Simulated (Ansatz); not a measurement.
Consider interstitial H in kesterite Cu2ZnSnS4, charge state +1. Method: PBE, PAW (plane waves to 420 eV; Ansatz, a program for electronic structure).

Cell of 64 host sites held at the relaxed PBE lattice; one k-point at (0.250, 0.250, 0.250); Fermi-Dirac width 0.05 eV, spin-restricted; finite-size errors left in. Static, classical nuclei. PBE gaps are too small, and in this host the defect's levels may merge with the bands. The charge state is imposed; whether it is stable for some Fermi level was not computed. Sites that were not tried may lie lower.

Barriers: single points on a 2×2×2 k-point mesh shifted by half a step at the bands' geometries.

Relaxed starting cell (atoms counted from 1):

```yaml
crystal:
  lattice:
    - [10.93799, 0.00000, 0.00000]
    - [0.00000, 10.93799, 0.00000]
    - [0.00000, 0.00000, 10.93043]
  atoms:
    - { symbol: Cu, position: [0.96383, 0.96253, 0.03491] }
    - { symbol: Cu, position: [0.99833, 0.50073, 0.99945] }
    - { symbol: Cu, position: [0.49988, 0.99825, 0.99888] }
    - { symbol: Cu, position: [0.50008, 0.49992, 0.99874] }
    - { symbol: Cu, position: [0.00192, 0.25063, 0.25213] }
    - { symbol: Cu, position: [0.99820, 0.74988, 0.24826] }
    - { symbol: Cu, position: [0.50083, 0.24935, 0.25093] }
    - { symbol: Cu, position: [0.49967, 0.74779, 0.25026] }
    - { symbol: Zn, position: [0.25181, 0.00221, 0.25341] }
    - { symbol: Zn, position: [0.25049, 0.50240, 0.25151] }
    - { symbol: Zn, position: [0.74774, 0.99871, 0.25197] }
    - { symbol: Zn, position: [0.74916, 0.49940, 0.25005] }
    - { symbol: Sn, position: [0.25890, 0.25899, 0.00867] }
    - { symbol: Sn, position: [0.25005, 0.74642, 0.99802] }
    - { symbol: Sn, position: [0.74703, 0.24826, 0.99889] }
    - { symbol: Sn, position: [0.74457, 0.74541, 0.00099] }
    - { symbol: S, position: [0.11642, 0.38162, 0.13095] }
    - { symbol: S, position: [0.12237, 0.87816, 0.13242] }
    - { symbol: S, position: [0.61744, 0.37920, 0.12909] }
    - { symbol: S, position: [0.61632, 0.87898, 0.13033] }
    - { symbol: S, position: [0.12955, 0.13343, 0.37246] }
    - { symbol: S, position: [0.12868, 0.63541, 0.37026] }
    - { symbol: S, position: [0.62942, 0.13314, 0.37182] }
    - { symbol: S, position: [0.62921, 0.63259, 0.37147] }
    - { symbol: S, position: [0.38636, 0.12054, 0.13082] }
    - { symbol: S, position: [0.38400, 0.62102, 0.12931] }
    - { symbol: S, position: [0.88232, 0.12341, 0.13338] }
    - { symbol: S, position: [0.88241, 0.62118, 0.12989] }
    - { symbol: S, position: [0.37037, 0.36696, 0.36944] }
    - { symbol: S, position: [0.37087, 0.86591, 0.36998] }
    - { symbol: S, position: [0.87015, 0.36644, 0.36994] }
    - { symbol: S, position: [0.86962, 0.86567, 0.37040] }
    - { symbol: Cu, position: [0.24931, 0.25080, 0.49830] }
    - { symbol: Cu, position: [0.24894, 0.74986, 0.49864] }
    - { symbol: Cu, position: [0.74887, 0.24965, 0.49870] }
    - { symbol: Cu, position: [0.74860, 0.74889, 0.49889] }
    - { symbol: Cu, position: [0.25699, 0.99292, 0.74292] }
    - { symbol: Cu, position: [0.24980, 0.50029, 0.74842] }
    - { symbol: Cu, position: [0.74824, 0.99954, 0.74974] }
    - { symbol: Cu, position: [0.75010, 0.49827, 0.74905] }
    - { symbol: Zn, position: [0.99132, 0.26007, 0.73926] }
    - { symbol: Zn, position: [0.99998, 0.74778, 0.74901] }
    - { symbol: Zn, position: [0.50129, 0.24950, 0.74819] }
    - { symbol: Zn, position: [0.50006, 0.74954, 0.74780] }
    - { symbol: Sn, position: [0.99873, 0.99855, 0.49886] }
    - { symbol: Sn, position: [0.99823, 0.50163, 0.49705] }
    - { symbol: Sn, position: [0.49997, 0.99828, 0.49888] }
    - { symbol: Sn, position: [0.49916, 0.49912, 0.49926] }
    - { symbol: S, position: [0.36899, 0.13019, 0.62713] }
    - { symbol: S, position: [0.36729, 0.62943, 0.62845] }
    - { symbol: S, position: [0.86607, 0.12808, 0.62886] }
    - { symbol: S, position: [0.86689, 0.62900, 0.62893] }
    - { symbol: S, position: [0.38058, 0.38473, 0.86927] }
    - { symbol: S, position: [0.38023, 0.88163, 0.87159] }
    - { symbol: S, position: [0.87852, 0.38344, 0.87279] }
    - { symbol: S, position: [0.87468, 0.87856, 0.87022] }
    - { symbol: S, position: [0.13309, 0.37456, 0.62669] }
    - { symbol: S, position: [0.13217, 0.87055, 0.62925] }
    - { symbol: S, position: [0.63350, 0.37166, 0.62908] }
    - { symbol: S, position: [0.63350, 0.87139, 0.62899] }
    - { symbol: S, position: [0.13879, 0.13320, 0.85155] }
    - { symbol: S, position: [0.11971, 0.61508, 0.86955] }
    - { symbol: S, position: [0.61930, 0.11537, 0.86954] }
    - { symbol: S, position: [0.61961, 0.61510, 0.86770] }
    - { symbol: H, position: [0.06362, 0.07168, 0.93427] }
```
Cell charge +1.

End state 1 differs by these moves (Å; atoms that move under 0.08 Å are left out):

```csv
atom,element,Δx,Δy,Δz
1,Cu,0.34,0.34,-0.33
39,Cu,-0.05,-0.06,0.05
41,Zn,-0.45,0.32,-0.37
46,Sn,0.00,0.06,-0.06
51,S,-0.07,-0.08,-0.02
61,S,-0.02,-0.37,0.39
65,H,0.13,1.28,-1.19
```

**Question.** What is the computed forward and backward barriers to end state 1 (PBE, PAW)?

**Answer.** forward 0.38 eV, backward 0.089 eV; at the saddle point atom 65 has neighbours S at 1.37 Å. The check of the saddle point's order was inconclusive.
